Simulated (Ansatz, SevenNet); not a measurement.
**Lattice constant a of SnO₂ (model structure, started from the tetragonal ZrO2 type, P4₂/nmc, No. 137, 6 atoms in the cell) at several levels of theory**

No measured value is used here.

| level (code) | value (Å) |
|---|---|
| SevenNet-0 | 3.608 |
| SevenNet-l3i5 | 3.601 |
| LDA (Ansatz) | 3.529 |
| PBE (Ansatz) | 3.593 |
| PBEsol (Ansatz) | 3.558 |
| PBE-D3(BJ) (Ansatz) | 3.576 |
| r²SCAN (Ansatz) | ? |
| r²SCAN+rVV10 (Ansatz) | ? |

Some entries are withheld; supply them.


- r²SCAN (Ansatz, a first-principles code), value (Å): 3.549
- r²SCAN+rVV10 (Ansatz), value (Å): 3.543

Cutoffs differ between the levels. Ansatz's density-functional and Hartree–Fock values are scalar-relativistic unless marked +SOC, with PAW data made under PBE.

Machine-learned potentials (SevenNet-0, SevenNet-l3i5) are trained on DFT data: a solid inside that data is no test of them.

A model structure was made by putting elements into a prototype or built by hand; it is no filed structure, need not be a known phase, and can be a saddle point held by its symmetry.
